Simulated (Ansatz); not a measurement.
The parent structure is BeSe in the zinc blende structure (space group F-43m, No. 216; a = 5.1289 Å).

Modification: a hydrostatic pressure of 1.5 GPa.

Levels (all Ansatz, a quantum-chemistry and plane-wave program, PAW): PBEsol (420 eV, no spin-orbit coupling); HSE06+SOC (420 eV, with spin-orbit coupling).

The geometry is relaxed with PBEsol.

| Item | Result |
|---|---|
| PBEsol band gap | 2.43 eV |
| PBEsol valence-band top at Γ | 0.00, 0.00, 0.00 eV |

What does HSE06+SOC give at this geometry for the band gap and valence-band top at Γ?

The band gap goes up by 0.82 eV, from 2.43 eV to 3.25 eV; the valence-band top at Γ (three highest Kramers pairs, from the VBM) becomes 0.00, 0.00, -0.47 eV (PBEsol: 0.00, 0.00, 0.00 eV). The threefold valence maximum splits by Δso ≈ 0.47 eV.

Single points use the geometry relaxed with PBEsol. The hybrid gap comes from the SCF mesh plus the semilocal run's edge points and a few special points and is an upper bound. The spin-orbit shifts are approximate. Load acts through the strain it causes; cell and atoms are relaxed under it. Whether these cells are dynamically stable was not tested.
